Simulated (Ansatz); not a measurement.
Levels about the gap of amorphous Si₃₀N₄₅Ta₃ (78 atoms in a cell of 886 Å³, 3.78 g/cm³; zone centre alone, so wide bands show as single levels with stretches between that a denser mesh fills), at the geometry that PBE relaxed, where it gives -1.4 GPa on a denser mesh. Exact exchange is cut at the faces of this small cell, which leaves a finite-size error. The participation number counts the atoms over which a state spreads; weights are charges in smoothed Voronoi cells. The levels come from a single point, so bond lengths are those of that geometry. Method of the levels: HSE06, scalar-relativistic without spin-orbit coupling (Ansatz, an electronic-structure program). Sampling: the zone centre alone; Fermi-Dirac width 0.01 eV; collinear spin, started from moments on atoms (the moments died out). At PBE the levels at the filled edge of the gap are localised (band-tail or defect states), and the nearest spread-out levels lie 2.4 eV apart at the zone centre.

A CHGNet melt-quench gave the starting glass, which DFT then relaxed. N atoms were pushed apart under 1.9 Å during the dynamics, to hinder bonds among them. The hot cell started wider than the set density and was brought back towards it in steps. It is the lowest in DFT energy of 2 quenches. It is a model cell: composition and starting density were chosen by hand, and all elements were melted together. No dispersion term was used. Its density started from a set value of 3.78 and ended at 3.78 g/cm³. Cooling (nominally 380 K/ps over its main leg) ran many orders faster than in experiment, which tends to leave more defects and strain. Values belong to this one cell and scatter from quench to quench. The volume was held where the preparation left it and the shape relaxed, at a PBE pressure of -1.4 GPa (tension). Stress components on the final sampling reach 1.5 GPa. On a 2×2×2 Γ-centred mesh force components of up to 0.16 eV/Å stay, since the relaxation ran on the zone centre alone.

```json
[
 {"E - E(highest filled), eV": "-0.41", "filling": "filled", "spin": "dn", "participation number": "11.8", "largest on": "N, 3 neighbours", "weight N": "0.89", "weight Ta": "0.02", "weight Si": "0.09"},
 {"E - E(highest filled), eV": "-0.37", "filling": "filled", "spin": "up", "participation number": "12.2", "largest on": "N, 2 neighbours", "weight N": "0.89", "weight Ta": "0.03", "weight Si": "0.07"},
 {"E - E(highest filled), eV": "-0.37", "filling": "filled", "spin": "dn", "participation number": "12.2", "largest on": "N, 2 neighbours", "weight N": "0.89", "weight Ta": "0.03", "weight Si": "0.07"},
 {"E - E(highest filled), eV": "-0.18", "filling": "filled", "spin": "up", "participation number": "13.9", "largest on": "N, 3 neighbours", "weight N": "0.88", "weight Ta": "0.05", "weight Si": "0.08"},
 {"E - E(highest filled), eV": "-0.18", "filling": "filled", "spin": "dn", "participation number": "13.9", "largest on": "N, 3 neighbours", "weight N": "0.88", "weight Ta": "0.05", "weight Si": "0.08"},
 {"E - E(highest filled), eV": "0.00", "filling": "filled", "spin": "up", "participation number": "12.4", "largest on": "N, 3 neighbours", "weight N": "0.91", "weight Ta": "0.02", "weight Si": "0.08"},
 {"E - E(highest filled), eV": "0.00", "filling": "filled", "spin": "dn", "participation number": "12.4", "largest on": "N, 3 neighbours", "weight N": "0.91", "weight Ta": "0.02", "weight Si": "0.08"},
 {"E - E(highest filled), eV": "3.28", "filling": "empty", "spin": "dn", "participation number": "7.7", "largest on": "Ta, 6 neighbours", "weight N": "0.40", "weight Ta": "0.40", "weight Si": "0.20"},
 {"E - E(highest filled), eV": "3.28", "filling": "empty", "spin": "up", "participation number": "7.7", "largest on": "Ta, 6 neighbours", "weight N": "0.40", "weight Ta": "0.40", "weight Si": "0.20"},
 {"E - E(highest filled), eV": "3.50", "filling": "empty", "spin": "dn", "participation number": "18.7", "largest on": "Ta, 6 neighbours", "weight N": "0.40", "weight Ta": "0.24", "weight Si": "0.36"},
 {"E - E(highest filled), eV": "3.50", "filling": "empty", "spin": "up", "participation number": "18.7", "largest on": "Ta, 6 neighbours", "weight N": "0.40", "weight Ta": "0.24", "weight Si": "0.36"},
 {"E - E(highest filled), eV": "3.66", "filling": "empty", "spin": "dn", "participation number": "5.9", "largest on": "Ta, 6 neighbours", "weight N": "0.33", "weight Ta": "0.54", "weight Si": "0.13"},
 {"E - E(highest filled), eV": "3.66", "filling": "empty", "spin": "up", "participation number": "5.9", "largest on": "Ta, 6 neighbours", "weight N": "0.33", "weight Ta": "0.54", "weight Si": "0.13"},
 {"E - E(highest filled), eV": "3.92", "filling": "empty", "spin": "dn", "participation number": "10.9", "largest on": "Ta, 5 neighbours", "weight N": "0.34", "weight Ta": "0.48", "weight Si": "0.18"}
]
```

Most localised among these is the empty level at +3.66 eV, on a Ta atom, which has 6 neighbours (N 1.99 Å, N 2.07 Å, N 2.07 Å, N 2.08 Å, N 2.25 Å, N 2.26 Å).
